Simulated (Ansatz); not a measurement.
Nb2Si (model structure, started from the Ni2In type, P6₃/mmc, No. 194, 6 atoms in the cell): properties by level of theory

| level (code) | equilibrium lattice constant a (Å) | lattice parameter c (Å) |
|---|---|---|
| PBE (Ansatz) | 4.583 | 5.397 |
| PBEsol (Ansatz) | 4.540 | 5.343 |
| PBE-D3(BJ) (Ansatz) | 4.527 | 5.334 |

Ansatz's density-functional and Hartree–Fock values are scalar-relativistic unless marked +SOC, with PAW data made under PBE.

The computed numbers hold no vibrational or temperature effects.

A model structure was made by putting elements into a prototype or built by hand; it is no filed structure, need not be a known phase, and can be a saddle point held by its symmetry.

Ansatz is a quantum-chemistry and plane-wave program.
